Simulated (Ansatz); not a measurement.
Cubic perovskite BaLiF₃ was calculated with r²SCAN in Ansatz (plane waves, PAW).

Numerical settings: plane-wave cutoff 560 eV, 8×8×8 k mesh, Fermi–Dirac smearing 0.01 eV, scalar-relativistic PAW data made under PBE.

Energies at three volumes about the minimum:

```tsv
V (Å³/atom)	E − E_lowest (meV/atom)
12.370	1.30
12.623	0.00
12.875	1.21
```

Question: Fit a parabola by hand: where is the minimum, what lattice constant follows, and what is the bulk modulus?

Answer: Slopes: (0.00 − 1.30)/(12.623 − 12.370) = -5.138 and (1.21 − 0.00)/(12.875 − 12.623) = 4.802 meV/Å³. Curvature E″ = 2 × (4.802 − (-5.138))/(12.875 − 12.370) = 39.366 meV/Å⁶. From the middle of the first interval, the slope vanishes at V0 = 12.4965 − (-5.138)/39.366 = 12.627 Å³/atom. B = V0 E″ = 12.627 × 39.366 meV/Å³ × 0.1602 GPa per meV/Å³ = 79.6 GPa. With 5 atoms in the cube, a = (5 × 12.627)^(1/3) = 3.982 Å. The full Birch–Murnaghan fit to all volumes gives V0 = 12.622 Å³/atom and B0 = 80.0 GPa.

Note: the relaxation could not lower the start's symmetry, so the cell can be a saddle point above a distorted one.

Ansatz is a program for electronic structure.
